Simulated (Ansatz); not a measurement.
InGaN2 (P3m1, No. 156, 4 atoms in the cell; start mp-1223660), treated with PBEsol in Ansatz (plane waves, PAW).

Numerical settings: plane-wave cutoff 520 eV, 12×12×6 k mesh (along the axes of the cell as run), Fermi–Dirac smearing 0.01 eV, scalar-relativistic PAW data made under PBE.

Cell (relaxed at this level):

```
CELL_PARAMETERS angstrom
      3.35341     0.00000     0.00000
     -1.67671     2.90414     0.00000
      0.00000     0.00000     5.49983
ATOMIC_POSITIONS crystal
  In 0.00000 0.00000 0.99711
  Ga 0.66667 0.33333 0.49592
  N  0.66667 0.33333 0.14601
  N  0.00000 0.00000 0.60256
```

Problem. Predict the band gap and bulk modulus.

Solution. 
- band gap: 0.31 eV (on the SCF k mesh)
- bulk modulus: 154 GPa

Note: the relaxation could not lower the start's symmetry, so the cell can be a saddle point above a distorted one; the bulk modulus is −V dP/dV from two relaxed cells at ±2 % in volume.

Spin–orbit coupling is not included.

A start named mp-… is a Materials Project structure, which need not be a measured phase.

Ansatz is a first-principles code.
